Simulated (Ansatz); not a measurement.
Hg (R-3m, No. 166, 1 atom in the cell) was calculated with PBEsol-D3(BJ) (Ansatz, a first-principles code, plane waves, PAW).

Numerical settings: plane-wave cutoff 520 eV, 20×20×20 k mesh, Fermi–Dirac smearing 0.05 eV, scalar-relativistic PAW data made under PBE.

Cell (relaxed at this level):

Space group R-3m, hexagonal axes (No. 166); a = 3.326 Å, b = 3.326 Å, c = 6.842 Å, α = 90.00°, β = 90.00°, γ = 120.00°

```json
[
 {"atom": "Hg", "site": "3a", "symmetry": "-3m", "x": "0.0000", "y": "0.0000", "z": "0.0000"}
]
```
(The calculation used a cell of 1 atom; values per cell refer to that cell.)

Q: Predict the bulk modulus B0 and pressure derivative B′ of the bulk modulus.

A: 
bulk modulus B0: 52.4 GPa
pressure derivative B′ of the bulk modulus: 10.2

The run finds no gap.

Note: the relaxation could not lower the start's symmetry, so the cell can be a saddle point above a distorted one; the bulk modulus comes from volumes at which shape and atoms were relaxed.

Spin–orbit coupling is not included; it can shift volumes and moduli of such heavy elements.

The computed numbers hold no vibrational or temperature effects.

Computing time: about 7 core-minutes (a rough figure).
